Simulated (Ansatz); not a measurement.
# BN, response to strain

Take BN in the zinc blende structure (space group F-43m, No. 216) as the base.

```xyz
2
Lattice="0.0000 1.7903 1.7903 1.7903 0.0000 1.7903 1.7903 1.7903 0.0000" Properties=species:S:1:pos:R:3 pbc="T T T"
B      0.0000     0.0000     0.0000
N      0.8951     0.8951     0.8951
```

Cartesian axes are those of the cell as printed.

Strains are applied to the cell and any free atomic positions relax; under biaxial strain the out-of-plane vector relaxes too.

All numbers come from LDA in Ansatz (plane waves to 420 eV, PAW, spin-orbit coupling left out).

```csv
"biaxial strain, plane normal [111], relaxed out of plane (%)",out-of-plane strain (%)
0,0.00
0.42,?
0.83,-0.14
1.25,-0.20
1.67,-0.27
2.08,-0.34
2.5,-0.40
```

Q: Fit ε⊥ = −νε + γε² (strains in %) to the rows shown and predict the withheld row.

A: Least squares on the printed values gives ν = 0.17 (the biaxial Poisson response) and γ = 0.002 (largest residual 0.00 %); this predicts -0.07 %, and the run gives -0.07 %, in agreement.

Whether these cells are dynamically stable was not tested.

Ansatz is a first-principles code.
